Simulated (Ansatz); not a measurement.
## A constructed model of the (111) surface of fcc Cu, a pseudomorphic layer of Ge in the other hollow (bottom of the slab: a bare face, its two planes held)

Method: PBE (plane waves to 420 eV, PAW; Ansatz, a program for electronic structure).

Model: 7-atom slab, 12.7 Å thick at the start with caps and adatoms (thin: gaps and levels are the slab's own), 17x17x1 mesh, Fermi-Dirac 0.1 eV, dipole correction, 2 atoms held, the rest relaxed; symmetry of the start imposed; no spin, no spin-orbit, no U. In PBE it is, or lies within 0.01 eV a 1x1 cell of, the lowest of the 2 structures of its composition computed so far; subsurface sites and larger cells were not tried.

```yaml
work_function_of_the_top_face: 3.94 eV
energy_released_by_relaxation: 0.008 eV
cost: around 3 core-minutes (rough)
```
